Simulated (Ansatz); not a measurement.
# WSe2: holes 2.0×10^21 cm⁻³

Start from WSe2 (space group P6_3/mmc, No. 194; a = 3.279 Å, c = 12.786 Å; layered, stacked along the Cartesian z axis).

The change: hole doping at 2.0×10^21 cm⁻³ (0.238 per cell), with a uniform compensating background at fixed cell and a 300 K Fermi–Dirac width.

Level of theory: PBE-D3(BJ) in Ansatz (plane waves to 420 eV, PAW, without spin-orbit coupling), earlier PAW set. k-mesh 16×16×4 (Γ-centred); smearing 0.0259 eV (Fermi–Dirac).

```tsv
quantity	base	changed	shift
gap between the host's bands	0.87 eV	0.90 eV	+0.03 eV
gap character	indirect, Γ → K–Γ (47 % along)	indirect, Γ → K–Γ (47 % along)	–
Fermi level relative to the doped band's edge (positive inside the band; to 0.05 eV)	–	+0.45 eV	–
```

Carriers are added with a uniform compensating background; total energy and stress of such cells depend on the potential's zero and are not compared; many-body gap narrowing is missing at this level. Spin-orbit coupling, missing from the scalar runs, can matter with W. No phonon test of stability was made.

Ansatz is an electronic-structure program.
